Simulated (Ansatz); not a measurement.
The starting structures come from a database of crystals and need not be the phases stable at ambient conditions.

 Where the default PAW files enter, the runs use the earlier of Ansatz's two default sets.

Evanescent states of Mg(SbO₃)₂ (P4_2/mnm, not sure to be the ambient phase, 18 atoms a cell, 11.2 Å³ an atom) along the normal of (001)

Level of theory: r2SCAN (plane waves, PAW; Ansatz, a first-principles code).

The gap is the functional's own, uncorrected, and κ follows it; spin-orbit coupling is left out. Mid-gap values are interpolated between the computed energies.

Energies count from the valence-band top; κ is the least over a 8×8 mesh across the current.

```
E (eV)  κ (1/Å)  where
------  -------  -----
0.06      0.159      Γ
0.17      0.267      Γ
0.28      0.266      Γ
0.39      0.264      Γ
0.49      0.262      Γ
0.60      0.258      Γ
0.71      0.254      Γ
0.82      0.250      Γ
0.94      0.244      Γ
1.04      0.237      Γ
1.16      0.229      Γ
1.26      0.220      Γ
1.38      0.210      Γ
1.49      0.198      Γ
1.59      0.184      Γ
1.71      0.168      Γ
1.81      0.148      Γ
1.93      0.123      Γ
2.04      0.088      Γ
2.15      0.004      Γ
```

Problem. How thick must the barrier be to attenuate the transmission by 10^4 when the electrodes' Fermi level lies at 1.04 eV, and what attenuation does that film give at 0.06 eV?

Solution. d = 4 ln 10 / (2 × 0.237) = 19.4 Å. At 0.06 eV it gives 4 × 0.159/0.237 = 2.7 decades.
